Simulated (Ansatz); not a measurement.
Take Mo in the bcc (W type) structure (space group Im-3m, No. 229; a = 3.151 Å; relaxed with 0.1 eV smearing) as the base. Axes: x, y, z lie along the cube axes.

Level of theory: r2SCAN (Ansatz, a first-principles code, PAW, spin-orbit coupling left out).

Modification: an isotropic linear strain of −2.32 %; the atoms relax in the strained cell.

Predict the stress tensor and what it implies for the stiffness.

Stress of the strained cell less that of the base (GPa, compression positive):
```
   22.1     0.0     0.0
    0.0    22.1     0.0
    0.0     0.0    22.1
```

Then B = −ΔP/(ΔV/V₀) with ΔV/V₀ = -0.0680 gives secant stiffness values (nonlinear terms included at this strain): B ≈ 326 GPa.

As a check, the harmonic strain energy −½ V₀ Δσ:ε is 75 meV/atom; the computed energy rise is 69 meV/atom.

Whether these cells are dynamically stable was not tested. All final runs are without spin polarisation.
